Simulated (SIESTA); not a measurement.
Input and output of a self-consistent single point for LaCO (C2/m, 6 atoms in the cell) (SIESTA).

Level of theory: GGA PBEsol with spin-orbit coupling, numerical atomic orbitals DZP, PseudoDojo PBEsol fully relativistic norm-conserving potentials (rewritten from UPF to PSML) in SIESTA 5.4.2.

```
CELL_PARAMETERS angstrom
      3.54557    -2.00557     0.00000
      3.54557     2.00557     0.00000
     -0.68026     0.00000     7.33580
ATOMIC_POSITIONS crystal
  La 0.31643 0.31643 0.29245
  La 0.68357 0.68357 0.70755
  C  0.03925 0.03925 0.92668
  C  0.96075 0.96075 0.07332
  O  0.65265 0.65265 0.37930
  O  0.34735 0.34735 0.62070
```

Reference input (self-consistent single point, DFT, GGA PBEsol, numerical atomic orbitals DZP, PseudoDojo PBEsol standard norm-conserving potentials (rewritten from UPF to PSML)): XC.functional = GGA; XC.authors = PBEsol; potentials = PseudoDojo PBEsol standard; PAO.BasisSize = DZP; PAO.EnergyShift = 0.01 Ry; MeshCutoff = 300 Ry; kgrid.MonkhorstPack = 7 7 4; OccupationFunction = FD; ElectronicTemperature = 580.23 K; MaxSCFIterations = 150; SCF.Mixer.Method = Broyden; SCF.Mixer.Weight = 0.1. This run's input differs from it in these lines:

```diff
@@ -1,2 +1,2 @@
-# files in the folder: La.psml C.psml O.psml (PseudoDojo PBEsol standard)
+# files in the folder: La.psml C.psml O.psml (PseudoDojo PBEsol fully relativistic)
 SystemName  LaCO
@@ -39,2 +39,11 @@
 ElectronicTemperature        580.23 K
+Spin                         spin-orbit
+%block DM.InitSpin
+  1 0.00 0.00 0.00
+  2 0.00 0.00 0.00
+  3 0.00 0.00 0.00
+  4 0.00 0.00 0.00
+  5 0.00 0.00 0.00
+  6 0.00 0.00 0.00
+%endblock DM.InitSpin
```

Log, with long lists cut:

```
        iscf     Eharris(eV)        E_KS(eV)     FreeEng(eV)     dDmax    Ef(eV) dHmax(eV)
   scf:    1    -3122.431229    -3132.062924    -3132.062924  0.867701 -6.155080 10.365392
     spin moment: {S} , |S| = {    0.00000    0.00000   -0.00000 }     0.00000
   scf:    2    -3138.354169    -3135.415432    -3135.415432  0.027275 -6.465277  6.798669
     spin moment: {S} , |S| = {    0.00000   -0.00000   -0.00000 }     0.00000
   scf:    3    -3139.310975    -3138.581198    -3138.581198  0.048836 -5.189931  1.818586
     spin moment: {S} , |S| = {    0.00000    0.00000   -0.00000 }     0.00000
   [... lines left out ...]
     spin moment: {S} , |S| = {   -0.00000   -0.00000   -0.00000 }     0.00000
   scf:   10    -3138.777798    -3138.777774    -3138.777774  0.000156 -5.653480  0.011491
     spin moment: {S} , |S| = {    0.00000   -0.00000   -0.00000 }     0.00000
   scf:   11    -3138.777698    -3138.777784    -3138.777784  0.000228 -5.647174  0.003135
     spin moment: {S} , |S| = {   -0.00000   -0.00000   -0.00000 }     0.00000
   scf:   12    -3138.777756    -3138.777785    -3138.777785  0.000078 -5.645152  0.000759
     spin moment: {S} , |S| = {    0.00000   -0.00000    0.00000 }     0.00000
SCF Convergence by DM+H criterion
max |DM_out - DM_in|         :     0.0000782991
max |H_out - H_in|      (eV) :     0.0007594765
SCF cycle converged after 12 iterations

Using DM_out to compute the final energy and forces

siesta: E_KS(eV) =            -3138.7778

siesta: E_KS - E_eggbox =     -3138.7778

siesta: Atomic forces (eV/Ang):
     1   -0.042161    0.000000   -0.135190
     2    0.042161    0.000000    0.135190
     3    1.208995   -0.000000   -1.909037
     4   -1.208995    0.000000    1.909037
     5    0.019364    0.000000    0.000261
     6   -0.019364   -0.000000   -0.000261
   Tot    0.000000    0.000000   -0.000000
   Max    1.909037
   Res    0.754727    sqrt( Sum f_i^2 / 3N )
   Max    1.909037    constrained

   [... lines left out ...]
siesta: FreeEng =     -3138.777785
   [... lines left out ...]
siesta:     0.004166   -0.000000    0.014041
siesta:     0.000000    0.010565    0.000000
siesta:     0.014043   -0.000000   -0.007014

siesta: Cell volume =        104.328320 Ang**3

siesta: Pressure (static):
siesta:                Solid            Molecule  Units
siesta:          -0.00002801          0.00066790  Ry/Bohr**3
siesta:          -0.00257216          0.06132403  eV/Ang**3
siesta:          -4.12105346         98.25192950  kBar
```

The run converged in 12 iterations. Against the reference run the pressure hardly changes (-0.35 to -0.41 GPa), the largest force moves little (2.251 to 2.260 eV/Å) and the gap on the mesh hardly changes (3.097 to 3.095 eV).

The starting cell comes from a database of computed structures (which also holds hypothetical and non-ambient phases and stackings), without a prior relaxation at this level. Values carry the incompleteness of an atom-centred basis. Forces in this geometry exceed 1 eV/Å.

Cost on one core of a shared machine: roughly 3 min.
